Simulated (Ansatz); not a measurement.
Base system: MgO in the rock salt structure (space group Fm-3m, No. 225; a = 4.214 Å).

The values are results of Ansatz (a program for electronic structure) PBEsol, without spin-orbit coupling, not measurements.

Carriers are added at fixed cell with a uniform background; the Fermi–Dirac width is that of 300 K.

One change was made to it. Results:

The Fermi level relative to the doped band's edge (positive inside the band; to 0.05 eV) is +3.35 eV; the gap between the host's bands shrinks by 0.34 eV, from 4.62 eV to 4.28 eV; the gap character remains direct at Γ.

What was done to the base?
A) electrons 5.0×10^21 cm⁻³
B) electrons 3.0×10^21 cm⁻³
C) holes 2.0×10^22 cm⁻³
D) electrons 2.0×10^22 cm⁻³

D, electrons 2.0×10^22 cm⁻³. For comparison, the Fermi level from band edge in the other runs: holes 2.0×10^22 cm⁻³ gives +0.40 eV; electrons 3.0×10^21 cm⁻³ gives +1.55 eV; electrons 5.0×10^21 cm⁻³ gives +2.00 eV.

Carriers are added with a uniform compensating background; total energy and stress of such cells depend on the potential's zero and are not compared; many-body gap narrowing is missing at this level. No phonon test of stability was made. The base started in Pnma and relaxed to Fm-3m at this level.
